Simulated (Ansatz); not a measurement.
System: WO3 (P-42₁m, No. 113, 16 atoms in the cell; start mp-2235359; a measured phase of this formula has another space group). Method: PBEsol (Ansatz, a program for electronic structure, plane waves, PAW).

Numerical settings: plane-wave cutoff 520 eV, 6×6×10 k mesh (along the axes of the cell as run), Fermi–Dirac smearing 0.01 eV, no spin polarisation, scalar-relativistic PAW data made under PBE.

Cell (relaxed at this level):

WO$_{3}$ has the tetragonal space group P-42₁m (No. 113), Pearson symbol tP16. Cell: a = b = 7.572 Å, c = 3.879 Å, α = β = γ = 90.00°. W on 4e is coordinated by 3 O at 1.773–1.815 Å and 2 O at 2.004 Å and 1 O at 2.115 Å (octahedral). O1 on 4e is surrounded by 1 W at 1.773 Å and 1 W at 2.115 Å (linear). O2 on 8f sees 1 W at 1.815 Å and 1 W at 2.004 Å (linear). (Neighbours: up to the widest gap in distance over summed covalent radii, below 1.35, at either atom; cation-cation and far metal-metal contacts left out.)

**Question.** Predict the band gap and smallest direct gap on the k points sampled.

**Answer.** 
* **band gap**: 1.17 eV
* **smallest direct gap on the k points sampled**: 1.18 eV

Spin–orbit coupling is not included.

Computed values are for the static lattice.

Cost on a shared machine: around 3 core-minutes (rough).

A start named mp-… is a Materials Project structure, which need not be a measured phase.
